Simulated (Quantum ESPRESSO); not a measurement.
Quantum ESPRESSO run on Mg (P-3m1, 2 atoms in the cell): relaxation of the atoms.

Method of the run: LDA (PZ), GBRV 1.5 ultrasoft (LDA) pseudopotentials (plane waves; Quantum ESPRESSO 7.5).

Input as run:

```fortran
&control
 calculation = 'relax'
 outdir = './work'
 pseudo_dir = './'
 forc_conv_thr = 7.8e-04
/
&system
 ibrav = 4
 celldm(1) = 6.0478231013
 celldm(3) = 1.623052877959
 nat = 2
 ntyp = 1
 ecutwfc = 40
 ecutrho = 200
 occupations = 'smearing'
 smearing = 'fermi-dirac'
 degauss = 0.0073499
/
&electrons
 conv_thr = 1.0d-9
 mixing_beta = 0.3
/
&ions
/
ATOMIC_SPECIES
Mg    24.3050  mg_lda_v1.4.uspp.F.UPF
ATOMIC_POSITIONS crystal
Mg    0.3333333333    0.6666666667    0.2788770000
Mg    0.6666666667    0.3333333333    0.7500000000
K_POINTS automatic
10 10 6  0 0 0
```

The program printed (abridged):

```
     Self-consistent Calculation

     iteration #  1     ecut=    40.00 Ry     beta= 0.30

     total energy              =    -250.15720167 Ry
     estimated scf accuracy    <       0.29557700 Ry

     iteration #  2     ecut=    40.00 Ry     beta= 0.30

     total energy              =    -250.10739600 Ry
     estimated scf accuracy    <       0.08598361 Ry

     iteration #  3     ecut=    40.00 Ry     beta= 0.30

     total energy              =    -250.12159297 Ry
     estimated scf accuracy    <       0.00295163 Ry

   [... 4 blocks of this kind left out ...]

     iteration #  8     ecut=    40.00 Ry     beta= 0.30

     total energy              =    -250.12161690 Ry
     estimated scf accuracy    <          8.8E-09 Ry

     iteration #  9     ecut=    40.00 Ry     beta= 0.30
     End of self-consistent calculation

     the Fermi energy is     5.2578 ev

!    total energy              =    -250.12161690 Ry
     estimated scf accuracy    <          4.0E-10 Ry
     smearing contrib. (-TS)   =      -0.00233607 Ry
     internal energy E=F+TS    =    -250.11928083 Ry

     convergence has been achieved in   9 iterations

     Forces acting on atoms (cartesian axes, Ry/au):

     atom    1 type  1   force =     0.00000000    0.00000000   -0.01415026
     atom    2 type  1   force =     0.00000000    0.00000000    0.01415026

     Total force =     0.020011     Total SCF correction =     0.000003

     BFGS Geometry Optimization
     Energy error            =      4.0E-04 Ry
     Gradient error          =      1.4E-02 Ry/Bohr

     number of scf cycles    =   1
     number of bfgs steps    =   0

   [... lines left out ...]
     the Fermi energy is     5.2652 ev
!    total energy              =    -250.12361934 Ry
     Total force =     0.000021     Total SCF correction =     0.000004
     bfgs converged in   7 scf cycles and   6 bfgs steps
   [... lines left out ...]
     (criteria: energy <  1.0E-04 Ry, force <  7.8E-04 Ry/Bohr)

     End of BFGS Geometry Optimization

     Final energy             =    -250.1236193433 Ry

     File ./work/pwscf.bfgs deleted, as requested
Begin final coordinates

ATOMIC_POSITIONS (crystal)
Mg               0.3333333333        0.6666666667        0.2644474546
Mg               0.6666666667        0.3333333333        0.7644295454
End final coordinates

   JOB DONE.
```

The run converged.  The full log also holds: “WARNING: bfgs curvature condition failed, Theta= 0.889”. The full log also holds: “SCF correction compared to forces is large: reduce conv_thr to get better values”.

Summary of the result:
- Free energy E − TS = -3403.1052 eV
- Fermi level (on the code's own zero) = 5.27 eV
- Relaxation steps = 6

The starting cell has typed, rounded lattice constants, without a prior relaxation at this level. Its lattice was rescaled by up to half a per cent. For this run, on top of that: one atom moved by 0.15 angstrom. The relaxation keeps the symmetry of its start, so its end need not be a minimum.

Cost on one core of a shared machine: roughly 50 s.
